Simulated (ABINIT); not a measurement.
**Pressure against volume in diamond-structure C (space group 227) (ABINIT, PBEsol)**

```
CELL_PARAMETERS angstrom
      0.00000     1.73172     1.73172
      1.73172     0.00000     1.73172
      1.73172     1.73172     0.00000
ATOMIC_POSITIONS crystal
  C  0.50000 0.50000 0.50000
  C  0.75000 0.75000 0.75000
```

Method: PBEsol, norm-conserving pseudopotentials (PseudoDojo nc-sr-04 PBEsol standard) (plane waves; ABINIT 10.0.3). Settings: pseudos = [C.upf]; ecut = 1442 eV; occopt = 3; tsmear = 0.00036749 Ha; ngkpt = 16 16 16; nshiftk = 1; shiftk = 0 0 0; potentials = PseudoDojo nc-sr-04 PBEsol standard; nband = 9; kptopt = 1; nstep = 80; tolvrs = 1e-10. The cell above is the first row's. The rows scale it uniformly. In all rows fractional positions and the k mesh are held.

| V (Å^3/atom) | P (GPa) |
|---|---|
| 5.193 | ? |
| 5.306 | 29.95 |
| 5.419 | 18.68 |
| 5.532 | 8.42 |
| 5.645 | -0.93 |
| 5.758 | -9.43 |
| 5.871 | -17.18 |
| 5.983 | -24.23 |
| 6.096 | -30.65 |

The 8 complete rows are fitted with a cubic, P against V. With u = V - 5.70, the rows have u = -0.39400, -0.28100, -0.16800, -0.05500, 0.05800, 0.17100, 0.28300, 0.39600. Least squares gives P = -5.172 - 75.405·u + 31.360·u² - 8.811·u³. Residuals (row less fit): 0.005, -0.009, -0.003, -0.002, 0.012, 0.013, -0.030, 0.012; standard error 0.019 (degrees of freedom: 4). The fitted pressure is zero at V0 = 5.633, where dP/dV = -79.71, so B0 = -V0·dP/dV = 449 GPa.

**Question.** Predict the withheld P at V = 5.193 from the fit, and compare with the calculation.

**Answer.** u = -0.50700, so P = -5.172 - 75.405 × (-0.50700) + 31.360 × (-0.50700)² - 8.811 × (-0.50700)³ = 42.268 GPa. The calculation gives 42.34 GPa, 0.072 GPa above the prediction (0.1 % of the range of P in the table). The row lies outside the fitted rows, so this is an extrapolation. From the scatter of the fitted rows alone, a prediction at this place has a standard error of 0.051 GPa, so the miss is 1.4 times that.

Carrying the step between the two nearest rows on in a straight line would have given 41.22, off by 1.12; series whose last step already gives the withheld value aren't shown. The scan was laid around a cell of about the measured size, scaled by a guess for this functional. The runs keep the symmetry of the cell, so they don't test it for distortions. Cutoffs and mesh are single choices, not tested for convergence of this quantity. Series with a scatter that would blur these digits, or in which a gap closes, are not shown.
